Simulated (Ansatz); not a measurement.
An Ansatz (a quantum-chemistry and plane-wave program) input (PBEsol-D3(BJ) (Ansatz, PAW, no SOC)):

Ansatz 0.2 input:
```yaml
crystal:
  lattice:
    - [3.7696591915, 0, 0]
    - [-1.8848295957, 3.2646206234, 0]
    - [0, 0, 11.2917999156]
  atoms:
    - { symbol: Sn, position: [0.3333333333, 0.6666666667, 0.25] }
    - { symbol: Sn, position: [0.6666666667, 0.3333333333, 0.75] }
    - { symbol: Se, position: [0.3333333333, 0.6666666667, 0.596903074] }
    - { symbol: Se, position: [0.6666666667, 0.3333333333, 0.096903074] }
    - { symbol: Se, position: [0.6666666667, 0.3333333333, 0.403096926] }
    - { symbol: Se, position: [0.3333333333, 0.6666666667, 0.903096926] }
basis: { ecutwfc: 420, ecutrho_ratio: 4, xc_grid: 2, fft_grid_basis: typed }
kpoints: { mp_grid: { grid: [14, 14, 4] } }
hamiltonian:
  xc: pbesol
  dispersion: d3bj
  pseudopotentials: { kind: paw }
scf: { occupations: { method: fermi_dirac, width: 0.05 }, convergence: { dr2_threshold: 0.0000000006 } }
output: { forces: true, stress: true }
```

Problem. Which symmetry and how many k-points will the program report, and about how many plane waves at Γ?

Solution. Space group P63/mmc (ITA 194) with 24 operations, k-points 72 of 784, and 2725 plane waves at Γ.

Whether these cells are dynamically stable was not tested. The final runs are not spin-polarised. The cell is SnSe₂ in the 2H-MoS2 type structure (space group P6_3/mmc, No. 194; a hypothetical phase, not in the database extracts checked; layered, stacked along the Cartesian z axis).
